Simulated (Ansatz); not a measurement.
Ansatz (an electronic-structure program) run on RbAu₅ (P6mm, 6 atoms in the cell): self-consistent single point.

Method of the run: PBEsol, default PAW files made with PBE (plane waves; Ansatz).

The change in words: lattice scaled by 0.98; kpoints.mp_grid.grid: 7 7 7 → 7 7 8; scf.occupations.width: 0.1 eV → 0.05 eV. Reference geometry:
```xyz
6
Lattice="5.8473 0.0000 0.0000 -2.9237 5.0639 0.0000 0.0000 0.0000 4.5233" Properties=species:S:1:pos:R:3 pbc="T T T"
Rb     0.0000     0.0000     0.0500
Au     2.9237     1.6880     0.0000
Au     0.0000     3.3759     0.0000
Au     2.9237     0.0000     2.2617
Au     1.4618     2.5320     2.2617
Au    -1.4618     2.5320     2.2617
```

Reference input (self-consistent single point, DFT, PBEsol, plane waves, default PAW files made with PBE): basis.ecutwfc = 420 eV; kpoints.mp_grid.grid = 7 7 7; hamiltonian.xc = pbesol; hamiltonian.pseudopotentials = {kind: paw} (the program's default PAW files); scf.occupations.method = fermi_dirac; scf.occupations.width = 0.1 eV. This run's input differs from it in these lines:

Ansatz 0.2 input:
```diff
@@ -2,5 +2,5 @@
   lattice:
-    - [5.847311, 0.000000, 0.000000]
-    - [-2.923656, 5.063920, 0.000000]
-    - [0.000000, 0.000000, 4.523334]
+    - [5.730365, 0.000000, 0.000000]
+    - [-2.865183, 4.962642, 0.000000]
+    - [0.000000, 0.000000, 4.432867]
   atoms:
@@ -15,3 +15,3 @@
 kpoints:
-  mp_grid: { grid: [7, 7, 7] }
+  mp_grid: { grid: [7, 7, 8] }
 hamiltonian:
@@ -20,3 +20,3 @@
 scf:
-  occupations: { method: fermi_dirac, width: 0.1 }
+  occupations: { method: fermi_dirac, width: 0.05 }
 output:
```

Output, abridged:

```
SCF iter   1: F=—  HF=-68253.388881 eV  |F-HF|=—  |Δ(HF+E_count)|=         —  Δρ=5.48e-3  dr2=4.37e-2  ethr=1.77e-3  ⟨swp⟩=6.2  Hψ=9664  notcnv=0  defer=30
all-band conjugate gradients solve this SCF's bands
preconditioner: auto → LDOS
SCF iter   2: F=—  HF=-68253.392390 eV  |F-HF|=—  |Δ(HF+E_count)|=   3.51e-3  Δρ=6.09e-3  dr2=4.66e-2  ethr=4.21e-5  ⟨swp⟩=2.0  Hψ=5022  notcnv=0  defer=150
SCF iter   3: F=—  HF=-68253.378512 eV  |F-HF|=—  |Δ(HF+E_count)|=   1.39e-2  Δρ=8.73e-4  dr2=8.87e-4  ethr=4.21e-5  ⟨swp⟩=2.5  Hψ=4063  notcnv=0  defer=150
SCF iter   4: F=—  HF=-68253.378225 eV  |F-HF|=—  |Δ(HF+E_count)|=   2.88e-4  Δρ=1.08e-4  dr2=1.73e-5  ethr=8.53e-7  ⟨swp⟩=2.0  Hψ=4109  notcnv=0  defer=150
SCF iter   5: F=—  HF=-68253.378205 eV  |F-HF|=—  |Δ(HF+E_count)|=   1.98e-5  Δρ=4.26e-5  dr2=2.73e-6  ethr=1.66e-8  ⟨swp⟩=2.6  Hψ=4255  notcnv=0  defer=150
SCF iter   6: F=-68253.378204 eV  HF=-68253.378204 eV  |F-HF|=4.31e-8  |Δ(HF+E_count)|=   5.29e-7  Δρ=6.63e-6  dr2=7.15e-8  ethr=9.62e-11  ⟨swp⟩=9.6  Hψ=12697  notcnv=0
SCF 1 converged in 6 iterations: F = -68253.378204 eV  dr2 = 7.15e-8
Free energy (F): -68253.378204 eV
Internal energy: -68253.365848 eV  (E = F + TS)
E sigma→0 (E₀):  -68253.372026 eV
Entropy (-TS):   -0.012356 eV (-2.059 meV/atom)
Fermi energy:    15.468597 eV
--- Forces (eV/Å), atoms counted from 1 ---
  atom   1  Rb    -0.00000000    -0.00000000    -0.05273037
  atom   2  Au    -0.00000000    -0.00000000    -0.00911840
  atom   3  Au     0.00000000     0.00000000    -0.00911840
  atom   4  Au     0.00000000     0.00000000     0.02360312
  atom   5  Au     0.00000000     0.00000000     0.02360312
  atom   6  Au     0.00000000     0.00000000     0.02360312
--- Stress (GPa, compression-positive) ---
        1.229243      -0.000000       0.000000
       -0.000000       1.229243       0.000000
        0.000000       0.000000       1.170138
  P = ⅓ Tr σ = 1.2095 GPa (12.095 kbar)
  The stress holds the Pulay correction. Without it, at fixed plane waves, as pw.x and ABINIT print it: P = 1.1755 GPa
```

The run converged in 6 iterations. Against the reference run the free energy falls by 12.2 meV/atom, the pressure goes from -4.24 to 1.21 GPa and the largest force goes from 0.042 to 0.053 eV/Å.

The starting cell comes from a database of computed structures (which also holds hypothetical and non-ambient phases and stackings), without a prior relaxation at this level. Its lattice was rescaled by up to half a per cent. One atom was moved a little off its site on purpose. For this run, on top of that: lattice scaled by 0.98. Spin-orbit coupling is off. Ansatz's pressure includes its estimate of the finite-basis (Pulay) stress.
